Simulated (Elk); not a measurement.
Input and output of a self-consistent single point for LiAg3 (Pm-3m, 4 atoms in the cell) (Elk).

Computed with LDA (PW92), all-electron FP-LAPW, Elk's shipped species files, APW+lo basis with extra local orbitals (Elk).

```xyz
4
Lattice="4.0334 0.0000 0.0000 0.0000 4.0334 0.0000 0.0000 0.0000 4.0334" Properties=species:S:1:pos:R:3 pbc="T T T"
Li     0.0000     0.0000     0.0000
Ag     0.0000     2.0167     2.0167
Ag     2.0167     0.0000     2.0167
Ag     2.0167     2.0167     0.0000
```

Reference input (self-consistent single point, DFT, PBEsol, all-electron FP-LAPW, Elk's shipped species files, APW+lo basis with extra local orbitals): xctype = 22; rgkmax = 7.5; swidth = 0.00183747 Ha; ngridk = 8 8 8; gmaxvr = 14 1/bohr; nxlo = 2; lorbcnd = true; rmtscf = 0.97; lmaxi = 2; maxscl = 100. This run's input differs from it in these lines:

```diff
@@ -2,5 +2,2 @@
   0
-
-xctype
-  22
```

The program printed (abridged):

```
│ Self-consistent loop started │
│ Loop number : 1 │
 total energy                :     -15921.8419079
│ Loop number : 2 │
 total energy                :     -15923.0057349
RMS change in Kohn-Sham potential (target) :   0.1895670623     (  0.1000000000E-05)
Absolute change in total energy (target)   :    1.163827015     (  0.1000000000E-03)
│ Loop number : 3 │
 total energy                :     -15933.1632927
RMS change in Kohn-Sham potential (target) :   0.1160646759     (  0.1000000000E-05)
Absolute change in total energy (target)   :    10.44851460     (  0.1000000000E-03)
│ Loop number : 4 │
   [... lines left out ...]
Absolute change in total energy (target)   :   0.2455781705E-03 (  0.1000000000E-03)
│ Loop number : 18 │
 total energy                :     -15944.7603277
RMS change in Kohn-Sham potential (target) :   0.1206707672E-06 (  0.1000000000E-05)
Absolute change in total energy (target)   :   0.1078267924E-03 (  0.1000000000E-03)
│ Loop number : 19 │
 total energy                :     -15944.7603238
RMS change in Kohn-Sham potential (target) :   0.2352246724E-07 (  0.1000000000E-05)
Absolute change in total energy (target)   :   0.2309194861E-04 (  0.1000000000E-03)
Convergence targets achieved

│ Loop number : 20 │

Energies :
 Fermi                       :     0.206093666500
 total energy                :     -15944.7603216

Density of states at Fermi energy :    28.08368336
 (states/Hartree/unit cell)

Estimated indirect band gap :   0.3773176641E-02
 from k-point     31 to k-point     29
Estimated direct band gap   :   0.3835146747E-02
 at k-point     29

Charges :
 core                        :    84.00000000
 valence                     :    60.00000000
 interstitial                :    4.428024710
 muffin-tins (core leakage)
  species :    1 (Li)
   atom    1                 :    2.129073212     (   0.000000000    )
  species :    2 (Ag)
   atom    1                 :    45.81430069     (  0.2807716726E-08)
   atom    2                 :    45.81430069     (  0.2807716726E-08)
   atom    3                 :    45.81430069     (  0.2807716726E-08)
 total in muffin-tins        :    139.5719753
 total calculated charge     :    144.0026968
 total charge                :    144.0000000
 error                       :   0.2696765755E-02

│ Self-consistent loop stopped │
```

The run converged in 20 iterations. The count includes the last loop, which Elk runs after its targets are met. 

The starting cell comes from a database of computed structures (which also holds hypothetical and non-ambient phases and stackings), without a prior relaxation at this level. Its lattice was rescaled by a random factor within 2.5 % of one. Values depend on the basis (sphere radii, cutoffs, local orbitals), which need not be converged. The log's line on a gap gives a spacing of levels on this mesh, which the program prints for metals too.

Cost on one core of a shared machine: roughly 70 s.
